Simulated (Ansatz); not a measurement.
Ta5Ge3 (I4/mcm, No. 140, 16 atoms in the cell; start mp-17615)

Method: LDA (Ansatz, a first-principles code, plane waves, PAW).

Numerical settings: plane-wave cutoff 500 eV, 10×10×10 k mesh, Fermi–Dirac smearing 0.05 eV, scalar-relativistic PAW data made under PBE.

Cell (relaxed at this level):

```yaml
crystal:
  lattice:
    - [-4.99597, 4.99597, 2.54356]
    - [4.99597, -4.99597, 2.54356]
    - [4.99597, 4.99597, -2.54356]
  atoms:
    - { symbol: Ta, position: [0.57492, 0.72326, 0.29818] }
    - { symbol: Ta, position: [0.42508, 0.27674, 0.70182] }
    - { symbol: Ta, position: [0.72326, 0.42508, 0.14834] }
    - { symbol: Ta, position: [0.27674, 0.57492, 0.85166] }
    - { symbol: Ta, position: [0.92508, 0.22326, 0.14834] }
    - { symbol: Ta, position: [0.07492, 0.77674, 0.85166] }
    - { symbol: Ta, position: [0.77674, 0.92508, 0.70182] }
    - { symbol: Ta, position: [0.22326, 0.07492, 0.29818] }
    - { symbol: Ta, position: [0.25000, 0.75000, 0.50000] }
    - { symbol: Ta, position: [0.75000, 0.25000, 0.50000] }
    - { symbol: Ge, position: [0.66666, 0.16666, 0.83332] }
    - { symbol: Ge, position: [0.33334, 0.83334, 0.16668] }
    - { symbol: Ge, position: [0.16666, 0.33334, 0.50000] }
    - { symbol: Ge, position: [0.83334, 0.66666, 0.50000] }
    - { symbol: Ge, position: [0.75000, 0.75000, 0.00000] }
    - { symbol: Ge, position: [0.25000, 0.25000, 0.00000] }
```

- band gap: zero (no gap)

Note: the relaxation could not lower the start's symmetry, so the cell can be a saddle point above a distorted one.

Spin–orbit coupling is not included.

The computed numbers hold no vibrational or temperature effects.

Computing time: roughly 24 core-minutes.

A start named mp-… is a Materials Project structure, which need not be a measured phase.
